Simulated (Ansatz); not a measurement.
The structure below was relaxed with plane-wave PAW DFT at the PBEsol level (Ansatz, an electronic-structure program, 420 eV), no SOC.

Space group R3m, hexagonal axes (No. 160); a = 4.2287 Å, b = 4.2287 Å, c = 41.4977 Å, α = 90.00°, β = 90.00°, γ = 120.00°

```json
[
 {"atom": "As", "site": "3a", "symmetry": "3m", "x": "0.0000", "y": "0.0000", "z": "0.0634"},
 {"atom": "As", "site": "3a", "symmetry": "3m", "x": "0.0000", "y": "0.0000", "z": "0.8162"},
 {"atom": "As", "site": "3a", "symmetry": "3m", "x": "0.0000", "y": "0.0000", "z": "0.5590"},
 {"atom": "As", "site": "3a", "symmetry": "3m", "x": "0.0000", "y": "0.0000", "z": "0.3112"},
 {"atom": "In", "site": "3a", "symmetry": "3m", "x": "0.0000", "y": "0.0000", "z": "0.0001"},
 {"atom": "In", "site": "3a", "symmetry": "3m", "x": "0.0000", "y": "0.0000", "z": "0.7524"},
 {"atom": "Al", "site": "3a", "symmetry": "3m", "x": "0.0000", "y": "0.0000", "z": "0.4999"},
 {"atom": "In", "site": "3a", "symmetry": "3m", "x": "0.0000", "y": "0.0000", "z": "0.2479"}
]
```

Write out a cell with all atoms.


```
AlIn3As4
1.0
    4.22867     0.00000     0.00000
   -2.11433     3.66213     0.00000
    0.00000     0.00000    41.49775
As In Al
12 9 3
Direct
  0.00000   0.00000   0.06337
  0.66667   0.33333   0.14951
  0.33333   0.66667   0.22563
  0.00000   0.00000   0.31117
  0.66667   0.33333   0.39670
  0.33333   0.66667   0.48284
  0.00000   0.00000   0.55896
  0.66667   0.33333   0.64451
  0.33333   0.66667   0.73004
  0.00000   0.00000   0.81617
  0.66667   0.33333   0.89229
  0.33333   0.66667   0.97784
  0.00000   0.00000   0.00008
  0.66667   0.33333   0.08576
  0.00000   0.00000   0.24792
  0.66667   0.33333   0.33341
  0.33333   0.66667   0.41909
  0.66667   0.33333   0.58125
  0.33333   0.66667   0.66675
  0.00000   0.00000   0.75243
  0.33333   0.66667   0.91459
  0.33333   0.66667   0.16656
  0.00000   0.00000   0.49989
  0.66667   0.33333   0.83323
```
This is the conventional cell.

These are small ordered cells, not random alloys; other orderings at the same x differ. No phonon test of stability was made. All final runs are without spin polarisation. The cell was made from InAs by this change: x(Al) = 0.25, 8 atoms, R3m.
